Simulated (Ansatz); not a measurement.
MoSi₂ (P6₂22, No. 180, 9 atoms in the cell; start mp-8938; a measured phase of this formula has another space group)

These are HSE06 (Ansatz, a quantum-chemistry and plane-wave program, plane waves, PAW) values and carry that method's errors.

Numerical settings: plane-wave cutoff 460 eV, 6×6×4 k mesh (along the axes of the cell as run), Fermi–Dirac smearing 0.01 eV, no spin polarisation, scalar-relativistic PAW data made under PBE.

Cell (relaxed with PBEsol):

```yaml
crystal:
  lattice:
    - [4.57459, 0.00000, 0.00000]
    - [-2.28729, 3.96171, 0.00000]
    - [0.00000, 0.00000, 6.56685]
  atoms:
    - { symbol: Si, position: [0.16417, 0.83583, 0.83333] }
    - { symbol: Si, position: [0.32833, 0.16417, 0.16667] }
    - { symbol: Si, position: [0.16417, 0.32833, 0.50000] }
    - { symbol: Si, position: [0.83583, 0.16417, 0.83333] }
    - { symbol: Si, position: [0.67167, 0.83583, 0.16667] }
    - { symbol: Si, position: [0.83583, 0.67167, 0.50000] }
    - { symbol: Mo, position: [0.50000, 0.00000, 0.50000] }
    - { symbol: Mo, position: [0.50000, 0.50000, 0.83333] }
    - { symbol: Mo, position: [0.00000, 0.50000, 0.16667] }
```

band gap: 0.54 eV (on the SCF k mesh)
smallest direct gap on the k points sampled: 1.12 eV
Γ–Γ gap: 3.77 eV

Note: cell and atoms aren't relaxed at this level (largest force component 0.04 eV/Å, pressure -0.9 GPa).

Spin–orbit coupling is not included.

Computed values are for the static lattice.

Cost on a shared machine: very roughly 2.4 core-minutes.

A start named mp-… is a Materials Project structure, which need not be a measured phase.
